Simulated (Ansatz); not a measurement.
The parent structure is BN in the rock salt structure (space group Fm-3m, No. 225; a = 3.4827 Å; a hypothetical phase, not in the database extracts checked).

Now apply this change: an isotropic linear strain of +5.74 %; the atoms relax in the strained cell.

Levels (all Ansatz, a program for electronic structure, PAW): PBEsol (420 eV, without spin-orbit coupling); r2SCAN (500 eV, no spin-orbit coupling); HSE06 (420 eV, no SOC).

One geometry, relaxed with PBEsol, under each level:

| level | band gap | lowest conduction level above the VBM at special points | electron mass | pressure |
|---|---|---|---|---|
| PBEsol | 0.13 eV | X 0.13 eV; K 2.31 eV; U 2.31 eV; L 4.74 eV | 1.2 mₑ along k, 0.28 mₑ across (at X) | -48.13 GPa |
| r2SCAN | 0.17 eV | X 0.17 eV; K 2.60 eV; U 2.60 eV; L 5.34 eV | 1.0 mₑ along k, 0.25 mₑ across (at X) | -46.22 GPa |
| HSE06 | … | … | – | – |

Question: Give the withheld HSE06 results.

Answer: 
- HSE06, band gap: 0.91 eV
- HSE06, lowest conduction level above the VBM at special points: X 0.91 eV; K 3.33 eV; U 3.33 eV; Γ 7.50 eV

Single points use the geometry relaxed with PBEsol. Their cutoffs differ, which shifts pressures a little. The hybrid gap comes from the SCF mesh plus the semilocal run's edge points and a few special points and is an upper bound. Masses are band curvatures over ±0.01 Å⁻¹ around the edge. Along k means along the line from Γ to the band edge. Whether these cells are dynamically stable was not tested. A zero or small gap of BN under isotropic strain +5.74 % can be the functional's error rather than a property of the material.
